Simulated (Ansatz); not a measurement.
We consider Si (Cmcm, No. 63, 12 atoms in the cell; start mp-1095269; another form than the element's usual one), described by r²SCAN+rVV10 in Ansatz (plane waves, PAW).

Run with plane-wave cutoff 560 eV, 10×10×4 k mesh (along the axes of the cell as run), Fermi–Dirac smearing 0.01 eV, scalar-relativistic PAW data made under PBE.

Computed at the level's own relaxed cell.

```xyz
12
Lattice="1.9112 -5.3551 0.0000 1.9112 5.3551 0.0000 0.0000 0.0000 12.6539" Properties=species:S:1:pos:R:3 pbc="T T T"
Si     1.9112    -2.7558     5.6292
Si     1.9112     2.7558     7.0248
Si     1.9112     2.7558    11.9561
Si     1.9112    -2.7558     0.6978
Si     1.9112     0.7646     8.3177
Si     1.9112    -0.7646     4.3362
Si     1.9112    -0.7646     1.9908
Si     1.9112     0.7646    10.6632
Si     1.9112    -5.0465     5.1786
Si     1.9112     5.0465     7.4753
Si     1.9112     5.0465    11.5056
Si     1.9112    -5.0465     1.1484
```

### Question
List the 34 lowest band energies at Γ above −25 eV (eV, relative to the valence band maximum), grouping those that round alike.

### Answer
At Γ: -12.71, -12.35, -11.08, -9.67, -9.11, -8.28, -7.24, -6.74, -6.41, -5.31, -5.19, -4.53, -3.99, -3.83, -2.66, -2.44, -1.95, -1.86, -1.73, -1.68, -1.37, -1.04, -0.57, -0.50, 0.75, 1.47, 1.50, 1.59, 2.05, 2.39, 2.51, 2.61, 3.44, 3.69.

A start named mp-… is a Materials Project structure, which need not be a measured phase.

Ansatz is a quantum-chemistry and plane-wave program.
